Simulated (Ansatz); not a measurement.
Band structure of LaAl₅Ni₂ (Immm, 8 atoms in the cell).

```
CELL_PARAMETERS angstrom
     -2.00227     3.50710     4.82543
      2.00227    -3.50710     4.82543
      2.00227     3.50710    -4.82543
ATOMIC_POSITIONS crystal
  La 0.00000 0.00000 0.00000
  Al 0.50000 0.00000 0.50000
  Al 0.84934 0.66072 0.18862
  Al 0.15066 0.33928 0.81138
  Al 0.47210 0.66072 0.81138
  Al 0.52790 0.33928 0.18862
  Ni 0.73572 0.23572 0.50000
  Ni 0.26428 0.76428 0.50000
```

Level of theory: PBEsol, PAW files made with PBE (plane waves; Ansatz, a program for electronic structure).

Settings: kpoints.mp_grid.grid = 5 5 5; hamiltonian.xc = pbesol; hamiltonian.pseudopotentials = {kind: paw} (the program's default PAW files); scf.occupations.method = gaussian; scf.occupations.width = 0.272 eV; kpoints.band_path.npoints = 8.

The starting cell comes from a database of computed structures (which also holds hypothetical and non-ambient phases and stackings), without a prior relaxation at this level. Spin polarisation is off.

Levels in eV from the Fermi level, bands 28 to 35:
```
point     28     29     30     31     32    33    34    35
-----  -----  -----  -----  -----  -----  ----  ----  ----
Γ      -1.37  -1.18  -0.90   0.45   0.84  0.96  1.31  2.03
X      -1.56  -1.14  -1.03  -1.03  -0.66  1.01  1.22  1.94
L      -1.77  -1.36  -1.29  -0.62  -0.29  0.64  1.25  1.65
T      -1.93  -1.60  -1.53  -0.63  -0.09  0.04  1.45  1.75
W      -1.92  -1.61  -1.53  -1.17   0.84  0.90  1.64  1.67
R      -1.76  -1.62  -1.35  -1.05  -0.03  0.87  1.72  1.97
X1     -1.56  -1.14  -1.03  -1.03  -0.66  1.01  1.22  1.94
Z      -0.66   0.04   0.31   0.50   1.05  1.42  1.72  1.84
Y      -0.78  -0.56   0.41   0.60   1.13  1.29  1.36  1.58
S      -1.14  -0.64  -0.38   0.53   0.62  1.20  1.56  1.88
```

Bands cross the Fermi level along this path, so the cell is metallic at this level.

Keys are those of Ansatz 0.2.
